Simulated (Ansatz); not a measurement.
Consider GaN in the wurtzite structure (space group P6_3mc, No. 186; a = 3.1827 Å, c = 5.1857 Å).

It is then changed as follows: a hydrostatic pressure of 4.2 GPa.

Computed with PBEsol in Ansatz (plane waves to 420 eV, PAW, without spin-orbit coupling), earlier PAW set.

Base, band edges from the VBM (valence, conduction): K -2.77, 5.00; H -1.50, 6.34; M -1.01, 4.94; L -1.92, 4.30; A -0.54, 4.21; Γ 0.00, 1.88 eV.

Question: Give the band edges at the high-symmetry points of the new zone, measured from its valence-band maximum.

Answer: 
| point | valence edge (eV) | conduction edge (eV) |
|---|---|---|
| Γ | 0.00 | 2.02 |
| M | -1.04 | 5.00 |
| K | -2.84 | 4.99 |
| A | -0.55 | 4.34 |
| L | -1.97 | 4.36 |
| H | -1.54 | 6.47 |

The gap is 2.02 eV, direct at Γ.

Load acts through the strain it causes; cell and atoms are relaxed under it. Stability against distortions was not tested. Tetrahedral semiconductors of this kind turn to denser phases somewhere between about 1 and 50 GPa; those were not computed, so compressed cells here can lie past the real transition.

Ansatz is a quantum-chemistry and plane-wave program.
